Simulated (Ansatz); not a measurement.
# ZnS under a change: H interstitial (started 2.46 Å from the nearest host atom)

The reference is a 16-atom supercell of ZnS in the wurtzite structure (space group P6_3mc, No. 186; a = 3.8451 Å, c = 6.3057 Å) at its relaxed geometry.

The change: one H atom is added in an open site, starting 2.46 Å from the nearest host atom, atoms relaxed at fixed cell, starting from a slightly rattled geometry.

Computed with PBE/PAW in Ansatz (a first-principles code), no SOC. Settings: 5×5×5 k-points, 0.01 eV Fermi–Dirac smearing.

| quantity | base | changed | shift |
|---|---|---|---|
| pressure | 0.0 GPa | 0.5 GPa | +0.5 GPa |
| largest displacement of a host atom from its site in the perfect cell | – | 0.16 Å | – |
| final site of the added atom | – | 1 Zn at 1.90 Å | – |

Final structure:

```yaml
crystal:
  lattice:
    - [7.69021, 0.00000, 0.00000]
    - [-3.84511, 6.65992, 0.00000]
    - [3.84511, 6.65992, 6.30566]
  atoms:
    - { symbol: Zn, position: [0.33361, 0.16653, 0.00108] }
    - { symbol: Zn, position: [0.33285, 0.66788, 0.00155] }
    - { symbol: Zn, position: [0.84521, 0.18015, 0.98726] }
    - { symbol: Zn, position: [0.83395, 0.66859, 0.99889] }
    - { symbol: Zn, position: [0.69989, 0.85555, 0.49146] }
    - { symbol: Zn, position: [0.66579, 0.33521, 0.49879] }
    - { symbol: Zn, position: [0.17486, 0.83776, 0.49672] }
    - { symbol: Zn, position: [0.17398, 0.34081, 0.49651] }
    - { symbol: S, position: [0.71030, 0.53484, 0.62845] }
    - { symbol: S, position: [0.70889, 0.04907, 0.62901] }
    - { symbol: S, position: [0.23370, 0.55983, 0.61477] }
    - { symbol: S, position: [0.20905, 0.04271, 0.62513] }
    - { symbol: S, position: [0.04905, 0.21797, 0.11537] }
    - { symbol: S, position: [0.03980, 0.70826, 0.12603] }
    - { symbol: S, position: [0.54699, 0.21213, 0.12156] }
    - { symbol: S, position: [0.54717, 0.71574, 0.12131] }
    - { symbol: H, position: [0.07548, 0.10177, 0.38115] }
```

The magnetic state is the one reached from the starting moments; the real material's order can differ, and small cells can't hold many antiferromagnetic ones. In so small a cell the defect repeats every few ångströms: this is an ordered compound, not a dilute defect. The defect cell is spin-polarised and ends with 1.0 μB.
